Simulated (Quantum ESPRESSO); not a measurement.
**A series of runs on Li2H2Pd (I4/mmm, 5 atoms in the cell)**

```xyz
5
Lattice="-1.5394 1.5394 5.1188 1.5394 -1.5394 5.1188 1.5394 1.5394 -5.1188" Properties=species:S:1:pos:R:3 pbc="T T T"
Li     0.0000     0.0000     6.6050
Li     0.0000     0.0000     3.6326
H      0.0000     0.0000     8.5653
H      0.0000     0.0000     1.6722
Pd     0.0000     0.0000     0.0000
```

Base run A: PBEsol, GBRV 1.5 ultrasoft (PBESOL) pseudopotentials in Quantum ESPRESSO 7.5, self-consistent single point.

Its settings: ecutwfc = 40 Ry; ecutrho = 320 Ry; occupations = smearing; smearing = gauss; degauss = 0.019992 Ry; K_POINTS = automatic 10 10 10 0 0 0; conv_thr = 1e-10 Ry.

The starting cell comes from a database of computed structures (which also holds hypothetical and non-ambient phases and stackings), without a prior relaxation at this level. Spin polarisation is off.

Run A gave: pressure (GPa) -0.54; largest force (eV/Å) 0.030.

Runs:
- B: pseudopotentials: {Li: li_pbesol_v1.4.uspp.F.UPF, H: h_pbesol_v1.4.uspp.F.UPF, Pd: pd_pbesol_v1.4.uspp.F.UPF} → {Li: li_lda_v1.4.uspp.F.UPF, H: h_lda_v1.4.uspp.F.UPF, Pd: pd_lda_v1.4.uspp.F.UPF} [LDA (PZ)]
- C: pseudopotentials: {Li: li_pbesol_v1.4.uspp.F.UPF, H: h_pbesol_v1.4.uspp.F.UPF, Pd: pd_pbesol_v1.4.uspp.F.UPF} → {Li: li_pbe_v1.4.uspp.F.UPF, H: h_pbe_v1.4.uspp.F.UPF, Pd: pd_pbe_v1.4.uspp.F.UPF}; input_dft: default → blyp [BLYP]
- D: pseudopotentials: {Li: li_pbesol_v1.4.uspp.F.UPF, H: h_pbesol_v1.4.uspp.F.UPF, Pd: pd_pbesol_v1.4.uspp.F.UPF} → {Li: li_pbe_v1.4.uspp.F.UPF, H: h_pbe_v1.4.uspp.F.UPF, Pd: pd_pbe_v1.4.uspp.F.UPF}; input_dft: default → wc [Wu-Cohen GGA]
- E: pseudopotentials: {Li: li_pbesol_v1.4.uspp.F.UPF, H: h_pbesol_v1.4.uspp.F.UPF, Pd: pd_pbesol_v1.4.uspp.F.UPF} → {Li: li_pbe_v1.4.uspp.F.UPF, H: h_pbe_v1.4.uspp.F.UPF, Pd: pd_pbe_v1.4.uspp.F.UPF}; input_dft: default → rvv10 [rVV10]

Question: What does run D change against A?

Answer: The pressure goes from -0.54 to -0.09 GPa and the largest force goes from 0.030 to 0.044 eV/Å.

Question: What does run E change against A?

Answer: The pressure goes from -0.54 to 3.00 GPa and the largest force goes from 0.030 to 0.299 eV/Å.

Question: What does run B change against A?

Answer: The pressure goes from -0.54 to -3.18 GPa and the largest force goes from 0.030 to 0.066 eV/Å.

| run | pressure (GPa) | largest force (eV/Å) |
|---|---|---|
| A | -0.54 | 0.030 |
| B | -3.18 | 0.066 |
| C | 4.49 | 0.226 |
| D | -0.09 | 0.044 |
| E | 3.00 | 0.299 |

Left out of this page: 3 runs of the series held back from this collection.
